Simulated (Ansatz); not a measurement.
# ZrO₂ (space group Pca2_1, No. 29)

```
CELL_PARAMETERS angstrom
      5.32380     0.00000     0.00000
      0.00000     5.09807     0.00000
      0.00000     0.00000     5.12809
ATOMIC_POSITIONS crystal
  Zr 0.03061 0.26578 0.24988
  Zr 0.96939 0.73422 0.74988
  Zr 0.53061 0.73422 0.24988
  Zr 0.46939 0.26578 0.74988
  O  0.36449 0.06507 0.10466
  O  0.63551 0.93493 0.60466
  O  0.86449 0.93493 0.10466
  O  0.13551 0.06507 0.60466
  O  0.22603 0.53462 0.00146
  O  0.77397 0.46538 0.50146
  O  0.72603 0.46538 0.00146
  O  0.27397 0.53462 0.50146
```

All numbers come from DFT with PBE, PAW potentials and a 420 eV plane-wave cutoff in Ansatz (an electronic-structure program), without spin-orbit coupling. Settings: 5×5×5 k-points, 0.05 eV Fermi–Dirac smearing.

The volume per atom comes out as 11.60 Å³ and the density comes out as 5.88 g/cm³. The band gap is 3.86 eV, indirect, Γ → Y and the total energy is -1774.654 eV/atom (σ→0; compares only within this code and set-up).

Whether these cells are dynamically stable was not tested. This is not the structure that ZrO2 has at room temperature and ambient pressure.
